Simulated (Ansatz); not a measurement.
A user runs Ansatz (a quantum-chemistry and plane-wave program) on Y3As (Pm-3n, 8 atoms in the cell) and asks whether the run is sound. The aim is a self-consistent single point with DFT, PBEsol, plane waves, default PAW files made with PBE.

Cell that was meant: a = 6.2169 Å, b = 6.2169 Å, c = 6.2169 Å, α = 90.00°, β = 90.00°, γ = 90.00°.

Part of the input:

Ansatz 0.2 input:
```yaml
basis:
  ecutwfc: 420.0 eV
kpoints:
  mp_grid: { grid: [1, 1, 1] }
hamiltonian:
  xc: pbesol
  pseudopotentials: { kind: paw }
```

Log, with long lists cut:

```
WARN ansatz: RAYON_NUM_THREADS=1 ignored (pool sized by the plan → 1); use --threads N
Pseudopotentials: kind: paw
   [... lines left out ...]
PAW frozen core: As, regenerated for the run's functional, and the local potential with it
Initial density: superposition of atomic densities (neutral atoms: chi_scale 0, normalization atom), corrected by the library's trained network
Initial wavefunctions: pseudopotential atomic-orbital guess
Eigensolver: davidson
Functional: x = pbesol(κ = 0.804, μ = 0.12345679012345678), c = pbesol(β = 0.046)
SCF iter   1: F=—  HF=-32402.897158 eV  |F-HF|=—  |Δ(HF+E_count)|=         —  Δρ=1.46e-2  dr2=1.02e0  ethr=1.77e-3  ⟨swp⟩=5.0  Hψ=208  notcnv=0
all-band conjugate gradients solve this SCF's bands
preconditioner: auto → Resta (q_TF=auto, 2.341 Å⁻¹)
SCF iter   2: F=—  HF=-32402.350948 eV  |F-HF|=—  |Δ(HF+E_count)|=   1.92e-1  S|Δr|=   8.16e-1  Δρ=9.07e-3  dr2=3.89e-1  ethr=1.06e-3  ⟨swp⟩=1.0  Hψ=67  notcnv=0
   [... lines left out ...]
SCF iter  14: F=—  HF=-32404.163253 eV  |F-HF|=—  |Δ(HF+E_count)|=   1.36e-6  S|Δr|=   1.62e-8  Δρ=5.61e-5  dr2=1.21e-5  ethr=1.00e-12  ⟨swp⟩=5.0  Hψ=235  notcnv=0
SCF iter  15: F=—  HF=-32404.163235 eV  |F-HF|=—  |Δ(HF+E_count)|=   1.75e-5  S|Δr|=  8.08e-10  Δρ=2.26e-5  dr2=1.12e-6  ethr=1.00e-12  ⟨swp⟩=4.0  Hψ=159  notcnv=0
SCF iter  16: F=-32404.163235 eV  HF=-32404.163235 eV  |F-HF|=6.35e-9  |Δ(HF+E_count)|=   7.78e-8  S|Δr|=   2.59e-9  Δρ=3.46e-6  dr2=3.36e-8  ethr=1.00e-12  ⟨swp⟩=5.0  Hψ=236  notcnv=0
SCF 1 converged in 16 iterations: F = -32404.163235 eV  dr2 = 3.36e-8
Stability not checked (fill_not_monotonic)
Free energy (F): -32404.163235 eV
F+E_penalty+E_count: -32404.163235 eV  (lagrangian_ev)
Internal energy: -32404.163235 eV  (E = F + TS)
E sigma→0 (E₀):  -32404.163235 eV
Fermi energy:    9.395363 eV
Smearing:        width narrowed from 0.2720 eV (input) to 0.0894 eV after iteration 10, whose occupations did not sum to the number of electrons (Fermi level …
--- Forces (eV/Å), atoms counted from 1 ---
  atom   1  Y      0.00000000     0.00000000     0.00000000
   [... zero for the other atoms too ...]
--- Stress (GPa, compression-positive) ---
       -8.481833       0.000000       0.000000
        0.000000      -8.481833       0.000000
        0.000000       0.000000      -8.481833
  P = ⅓ Tr σ = -8.4818 GPa (-84.818 kbar)
  The stress holds the Pulay correction. Without it, at fixed plane waves, as pw.x and ABINIT print it: P = -8.4880 GPa
```

### Question
Is this run sound? If not, what is wrong?

### Answer
The run is not sound. The fault is a single k-point for a small metallic cell. One k-point cannot sample the Fermi surface of a small cell. To fix it, use a converged k-point mesh. The run converged in 16 iterations without an error; against the sound input the free energy goes down by 674 meV/atom and the pressure goes from -6.63 to -8.48 GPa.

An input that runs soundly differs in these lines (not the only fix; some lines may just follow from the change or write a value another way):
```diff
-  mp_grid: { grid: [1, 1, 1] }
+  mp_grid: { grid: [6, 6, 6] }
```

With that input, the run converged in 7 iterations: free energy E − TS (on the zero of these files) -32398.7690 eV; Fermi level (on the code's own zero) 9.52 eV; pressure -6.63 GPa (DFT, PBEsol, plane waves, default PAW files made with PBE).

On the sound input: the starting cell was generated: these elements placed on a structure prototype, without a prior relaxation; it need not be a known phase or ordering of this composition. With a pressure of about -7 GPa the cell is away from its equilibrium volume at this level. Ansatz's pressure includes its estimate of the finite-basis (Pulay) stress.
